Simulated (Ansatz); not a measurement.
**TiAl, pressure series**

Start from TiAl (space group P4/mmm, No. 123; a = 2.813 Å, c = 4.059 Å).

Cell and atoms are relaxed at each pressure.

Calculations: r2SCAN, PAW, 500 eV (Ansatz, a program for electronic structure; without spin-orbit coupling), earlier PAW set.

Notes on the quantities. enthalpy: H = E + PV relative to the base's energy.

| case | enthalpy | lattice parameter a | c/a ratio |
|---|---|---|---|
| base | – | 2.813 Å | 1.443 |
| pressure −2 GPa | -0.20 eV/atom | 2.829 Å | 1.443 |
| pressure −1 GPa | -0.10 eV/atom | 2.821 Å | 1.443 |
| pressure 0.9 GPa | +0.09 eV/atom | 2.806 Å | 1.443 |
| pressure 2.1 GPa | +0.21 eV/atom | 2.797 Å | 1.443 |
| pressure 4.5 GPa | +0.44 eV/atom | 2.781 Å | 1.442 |
| pressure 9 GPa | +0.87 eV/atom | ___ | 1.442 |
| pressure 15 GPa | +1.42 eV/atom | 2.719 Å | 1.442 |
| pressure 22.5 GPa | +2.09 eV/atom | 2.683 Å | 1.443 |
| pressure 30 GPa | +2.73 eV/atom | 2.651 Å | 1.444 |

### Question
Fill in the withheld entries from the trend.

### Answer

- pressure 9 GPa, lattice parameter a: 2.753 Å

Load acts through the strain it causes; cell and atoms are relaxed under it. Whether these cells are dynamically stable was not tested. No other phases were tried under pressure. All final runs are without spin polarisation.
